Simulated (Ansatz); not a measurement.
Crystal: SrO (Fm-3m, rock salt, 2 atoms a cell, 17.2 Å³ an atom); planes in its conventional cell.

These are r2SCAN (plane waves, PAW; Ansatz, a first-principles code) values and carry that method's errors.

The gap is the functional's own. No spin-orbit coupling. Mid-gap values are interpolated on the energy grid.

```tsv
plane	area of the cell (Å²)	mid-gap κ (1/Å)	largest κ in the gap (1/Å)
(111)	11.6	0.35	0.35
(001)	13.4	…	…
(110)	18.9	…	…
```

The slowest decay depends on the direction. Supply the withheld values.


- (001), mid-gap κ (1/Å): 0.29
- (001), largest κ in the gap (1/Å): 0.29
- (110), mid-gap κ (1/Å): 0.33
- (110), largest κ in the gap (1/Å): 0.33
